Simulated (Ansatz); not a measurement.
Base system: TlBr in the CsCl type structure (space group Pm-3m, No. 221).

```
TlBr
1.0
    3.83953     0.00000     0.00000
    0.00000     3.83953     0.00000
    0.00000     0.00000     3.83953
Tl Br
1 1
Direct
  0.00000   0.00000   0.00000
  0.50000   0.50000   0.50000
```

Cartesian axes are those of the cell as printed.

Computed with LDA (Ansatz, a first-principles code, PAW, scalar-relativistic without spin-orbit coupling).

Base values:

| Item | Result |
|---|---|
| Valley order | X along ⟨100⟩ 1.37 eV; R along ⟨111⟩ 1.49 eV |

Modification: tensor shear ε_xy = +0.57 % (engineering shear γ = 0.0114), atoms relaxed at fixed cell.

Question: What happens to the valley order?

Answer: The valley order (the lowest conduction-band minima on the path, energy above the VBM, named in the base's zone) goes from X along ⟨100⟩ 1.37 eV; R along ⟨111⟩ 1.49 eV to X along [100] 1.36 eV; X along [001] 1.36 eV; R along [111] 1.45 eV.

Question: What does the calculation give for the energy relative to the base after the change?

Answer: The energy hardly moves.

With Tl present, leaving out spin-orbit coupling can change the band edges. The levels and masses belong to the bands next to the band gap. The cells carry an imposed strain or load. No phonon test of stability was made.
